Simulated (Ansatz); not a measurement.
# Defect calculation: V_Ga+O_N+O_N+O_N in wurtzite GaN

Method: PBE, PAW (plane waves to 420 eV; Ansatz, a program for electronic structure). The supercell holds 128 host sites (4×4×2 repeats of a cell of 4 atoms), with a 2×2×2 Γ-centred k-point sampling for the final energies. Site at the start: a built cluster, 3.2 Å across. Energies of charged states are corrected for periodic images (point charge plus alignment at distant sites). Dielectric constants: PBE linear response of the host. Host gap at this level: 1.71 eV. Finite-size and sampling errors can reach tenths of an eV here. PBE underestimates the host's gap, which shifts levels and can delocalise carriers. Spin–orbit coupling is left out. Each state is the lowest found from its start.

Formation energies E_f are given with the Fermi level at the valence-band maximum. Chemical conditions: Ga-rich (Δμ(Ga) = 0.00 eV, Δμ(N) = -0.88 eV, Δμ(O) = -3.04 eV, bounded by beta Ga2O3; only phases computed here count, gases as isolated molecules at 0 K); N-rich (Δμ(Ga) = -0.88 eV, Δμ(N) = 0.00 eV, Δμ(O) = -2.45 eV, bounded by beta Ga2O3; only phases computed here count, gases as isolated molecules at 0 K). Reference phases: Ga: alpha gallium, N: N2 molecule in a box, O: O2 molecule in a box.

The name describes the start; the neighbours show where the atoms ended.

Charges with a result: +1, 0, −1. Others weren't obtained, and one of them could lie lower, also by skipping a charge.

```
charge         moment (μB)  point group  largest move off a lattice site (Å)  neighbours of the last O atom of the defect at the end (Å)  image correction with alignment (eV)  E_f, Ga-rich (eV)  E_f, N-rich (eV)  above the lowest spin state (eV)
------  ------------------  -----------  -----------------------------------  ----------------------------------------------------------  ------------------------------------  -----------------  ----------------  --------------------------------
+1                     1.0          C3v                                 0.30                                   Ga 1.93, Ga 1.93, Ga 1.94                                 -0.05               0.62              0.62                              0.00
+1                     1.0          C3v                                 0.30                                   Ga 1.93, Ga 1.93, Ga 1.94                                 -0.05               0.62              0.62                              0.00
0       not spin-polarised          C3v                                 0.25   Ga 1.92, Ga 1.92, Ga 1.93, N 3.03, N 3.03, N 3.08, N 3.08                                  0.00               0.89              0.89                              0.00
0                      0.0          C3v                                 0.25   Ga 1.92, Ga 1.92, Ga 1.93, N 3.03, N 3.03, N 3.08, N 3.08                                  0.00               0.89              0.89                              0.00
−1*               quenched          C3v                                 0.24                                   Ga 1.92, Ga 1.92, Ga 1.93                                     –                  –                 –                              0.00
−1*               quenched          C3v                                 0.24                                   Ga 1.92, Ga 1.92, Ga 1.93                                     –                  –                 –                              0.00
```

* At this level the carrier isn't localised at the defect: at charge −1 electrons occupy the conduction band. Such a state is shallow or no state of the defect, and this cell gives it no level.

Point groups are those of the whole cell at tolerances of 0.03 and 0.1 Å ("near" where only the looser one holds); none is given for unsettled states.

Starting moments that weren't kept: charge +1 began with 3 μB and ended with 1.0; charge 0 began with 2 μB and ended with 0.0; charge −1 began with 1 μB and ended with 0.0; charge −1 began with 3 μB and ended with 0.0.

Transition levels above the valence-band maximum: ε(+1/0) = 0.27 eV. On the lower envelope of the bound states, inside the gap: (+1/0) at 0.27 eV.

Flagged in the runs: a host whose relaxation on this sampling wasn't shown to rest.

All states together cost very roughly 15 core-hours.
